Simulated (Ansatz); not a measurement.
CdS: response to strain

Start from CdS in the zinc blende structure (space group F-43m, No. 216).

```
CdS
1.0
    0.00000     2.93953     2.93953
    2.93953     0.00000     2.93953
    2.93953     2.93953     0.00000
S Cd
1 1
Cartesian
  4.40930   4.40930   4.40930
  0.00000   0.00000   0.00000
```

Cartesian axes are those of the cell as printed.

Strains are applied to the cell and any free atomic positions relax; under biaxial strain the out-of-plane vector relaxes too.

Computed with r2SCAN/PAW in Ansatz (an electronic-structure program), spin-orbit coupling left out, earlier PAW set.

Candidates:
(a) biaxial strain −4.09 %, plane normal [001], relaxed out of plane
(b) isotropic strain −2.50 %
(c) biaxial strain +0.76 %, plane normal [111], relaxed out of plane

Notes on the quantities. energy relative to the base: free energy F.

Question: Order them by energy relative to the base, lowest first.

Answer: (c) biaxial strain +0.76 %, plane normal [111], relaxed out of plane (+0.9 meV/atom), (a) biaxial strain −4.09 %, plane normal [001], relaxed out of plane (+14 meV/atom), (b) isotropic strain −2.50 % (+29 meV/atom)

No phonon test of stability was made.
